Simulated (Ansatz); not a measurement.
The parent structure is ZrB$_{2}$ (space group P6/mmm, No. 191; relaxed with 0.1 eV smearing).

```xyz
3
Lattice="3.1552 0.0000 0.0000 -1.5776 2.7325 0.0000 0.0000 0.0000 3.5062" Properties=species:S:1:pos:R:3 pbc="T T T"
Zr     0.0000     0.0000     0.0000
B      1.5776     0.9108     1.7531
B      0.0000     1.8217     1.7531
```

Cartesian axes are those of the cell as printed.

Calculations: PBEsol in Ansatz (plane waves to 420 eV, PAW, spin-orbit coupling left out).

Before the change:

- Shortest interatomic distance = 182.2 pm
- Pressure = 0.0 GPa

Modification: the cell is stretched by 2.50 % along z with no lateral relaxation; the atoms relax in the strained cell.

**Question.** Estimate the effect on the energy relative to the base, shortest interatomic distance and pressure.

**Answer.** The energy increases by 8.5 meV/atom; the shortest interatomic distance remains 182.2 pm; the pressure (mean of the normal stresses, compression positive) goes from zero to -5.5 GPa.

Whether these cells are dynamically stable was not tested. All final runs are without spin polarisation.

Ansatz is an electronic-structure program.
